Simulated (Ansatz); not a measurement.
Start from BP in the zinc blende structure (space group F-43m, No. 216; a = 4.5202 Å).

Calculations: Kohn–Sham DFT with the PBEsol functional, run in Ansatz (a program for electronic structure) with PAW and 420 eV plane waves, spin-orbit coupling left out.

Before the change:

```
Quantity                                           Result
-----------------------------  --------------------------
Pressure                                        -0.01 GPa
Hole mass                      0.25, 0.25, 0.34 mₑ (at Γ)
Band gap                                          1.11 eV
Width of the top valence band                     5.60 eV
```

It is then changed as follows: every lattice vector is shortened by 2.50 %; the atoms relax in the strained cell.

Q: What does the calculation give for the energy relative to the base, pressure, hole mass, band gap and width of the top valence band after the change?

A: The energy grows by 37 meV/atom; the pressure increases by 14.842 GPa (-0.01 GPa → 14.84 GPa); the hole mass (degenerate bands, along [100]) changes from 0.25, 0.25, 0.34 mₑ (at Γ) to 0.24, 0.24, 0.38 mₑ (at Γ); the band gap falls by 0.11 eV (1.11 eV → 1.00 eV); the width of the top valence band increases by 0.45 eV to 6.05 eV.

Effective masses come from finite differences of ±0.01 Å⁻¹. No phonon test of stability was made.
